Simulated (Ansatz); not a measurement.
Base system: Ta in the bcc (W type) structure (space group Im-3m, No. 229; a = 3.2541 Å; relaxed with 0.1 eV smearing). Axes: x, y, z lie along the cube axes.

Level of theory: Kohn–Sham DFT with the LDA functional, run in Ansatz (a first-principles code) with PAW and 420 eV plane waves, no SOC.

Now apply this change: the cell is scaled by 1.0250 in all directions, atoms relaxed at fixed cell.

Question: Predict the stress tensor and what it implies for the stiffness.

Answer: Stress of the strained cell less that of the base (GPa, compression positive):
```
  -14.0     0.0     0.0
    0.0   -14.0     0.0
    0.0     0.0   -14.0
```

Then B = −ΔP/(ΔV/V₀) with ΔV/V₀ = 0.0769 gives secant stiffness values (nonlinear terms included at this strain): B ≈ 182 GPa.

As a check, the harmonic strain energy −½ V₀ Δσ:ε is 56 meV/atom; the computed energy rise is 61 meV/atom.

Whether these cells are dynamically stable was not tested. All final runs are without spin polarisation.
